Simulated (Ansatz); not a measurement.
# HfO2 (model structure, started from the tetragonal ZrO2 type, P4₂/nmc, No. 137, 6 atoms in the cell; like a known high-temperature phase)

All values below come from LDA (plane waves, PAW; Ansatz, an electronic-structure program).

Numerical settings: plane-wave cutoff 520 eV, 10×10×8 k mesh (along the axes of the cell as run), Fermi–Dirac smearing 0.01 eV, scalar-relativistic PAW data made under PBE.

Cell (relaxed at this level):

Space group P4₂/nmc, origin choice 1 (No. 137); a = b = 3.5370 Å, c = 5.1017 Å, α = β = γ = 90.00°

| atom | site | symmetry | x | y | z |
|---|---|---|---|---|---|
| Hf | 2a | -4m2 | 0.0000 | 0.0000 | 0.0000 |
| O | 4d | 2mm. | 0.0000 | 0.5000 | 0.2038 |

| Item | Value |
|---|---|
| band gap | 4.48 eV |
| smallest direct gap on the k points sampled | 4.62 eV |

Note: held by symmetry at 0 K, a high-temperature phase can be a saddle point.

Spin–orbit coupling is not included.

Computing time: about 50 core-seconds (a rough figure).

A model structure was made by putting elements into a prototype or built by hand; it is no filed structure, need not be a known phase, and can be a saddle point held by its symmetry.
